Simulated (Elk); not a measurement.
Elk run on AlN (P6_3mc, 4 atoms in the cell): self-consistent single point.

Computed with PBE, all-electron FP-LAPW, Elk's shipped species files, default APW+lo basis run with Elk.

The change in words: lattice scaled by 0.98. Reference geometry:
```xyz
4
Lattice="3.0932 0.0000 0.0000 -1.5466 2.6788 0.0000 0.0000 0.0000 4.9603" Properties=species:S:1:pos:R:3 pbc="T T T"
Al     1.5466     0.8929     2.4766
Al     0.0000     1.7859     4.9567
N      1.5466     0.8929     4.3686
N      0.0000     1.7859     1.8884
```

Reference input (self-consistent single point, DFT, PBE, all-electron FP-LAPW, Elk's shipped species files, default APW+lo basis): xctype = 20; rgkmax = 7; stype = 3; swidth = 0.000734986 Ha; ngridk = 6 6 4; rmtscf = 0.83. This run's input differs from it in these lines:

```diff
@@ -19,5 +19,5 @@
 avec
-    5.8453698718   -0.0000002643    0.0000000000
-   -2.9226847070    5.0622389357    0.0000000000
-    0.0000000000    0.0000000000    9.3735480247
+    5.7284626869    0.0000000406    0.0000000000
+   -2.8642313786    4.9609941912    0.0000000000
+    0.0000000000    0.0000000000    9.1860777446
```

Output, abridged:

```
│ Self-consistent loop started │
│ Loop number : 1 │
 total energy                :     -602.146835723
│ Loop number : 2 │
 total energy                :     -602.025539094
RMS change in Kohn-Sham potential (target) :    2.190344751     (  0.1000000000E-05)
Absolute change in total energy (target)   :   0.1212966291     (  0.1000000000E-03)
│ Loop number : 3 │
 total energy                :     -601.928095147
RMS change in Kohn-Sham potential (target) :    2.145962954     (  0.1000000000E-05)
Absolute change in total energy (target)   :   0.1277681042     (  0.1000000000E-03)
│ Loop number : 4 │
   [... lines left out ...]
Absolute change in total energy (target)   :   0.5231611494E-03 (  0.1000000000E-03)
│ Loop number : 14 │
 total energy                :     -595.461609108
RMS change in Kohn-Sham potential (target) :   0.1710069210E-05 (  0.1000000000E-05)
Absolute change in total energy (target)   :   0.1630916473E-03 (  0.1000000000E-03)
│ Loop number : 15 │
 total energy                :     -595.461594114
RMS change in Kohn-Sham potential (target) :   0.4308687735E-06 (  0.1000000000E-05)
Absolute change in total energy (target)   :   0.5576714523E-04 (  0.1000000000E-03)
Convergence targets achieved

│ Loop number : 16 │

Energies :
 Fermi                       :     0.267797427920
 total energy                :     -595.461590587

Density of states at Fermi energy :   0.1361338971E-06
 (states/Hartree/unit cell)

Estimated indirect band gap :   0.1786952529
 from k-point      1 to k-point      1
Estimated direct band gap   :   0.1786952529
 at k-point      1

Charges :
 core                        :    12.00000000
 valence                     :    28.00000000
 interstitial                :    6.803197208
 muffin-tins (core leakage)
  species :    1 (Al)
   atom    1                 :    10.81090139     (  0.3538778523E-02)
   atom    2                 :    10.81090139     (  0.3538778523E-02)
  species :    2 (N)
   atom    1                 :    5.787500003     (  0.4670026469E-05)
   atom    2                 :    5.787500003     (  0.4670026469E-05)
 total in muffin-tins        :    33.19680279
 total calculated charge     :    39.98203085
 total charge                :    40.00000000
 error                       :   0.1796915495E-01

│ Self-consistent loop stopped │
```

The run converged in 16 iterations. The count includes the last loop, which Elk runs after its targets are met. Against the reference run the free energy goes up by 57.6 meV/atom and the gap on the mesh goes from 4.317 to 4.863 eV.

The starting cell comes from a database of computed structures (which also holds hypothetical and non-ambient phases and stackings), without a prior relaxation at this level. Its lattice was rescaled by a random factor within 2.5 % of one. For this run, on top of that: lattice scaled by 0.98. Values depend on the basis (sphere radii, cutoffs, local orbitals), which need not be converged.

Cost on one core of a shared machine: roughly 50 s.
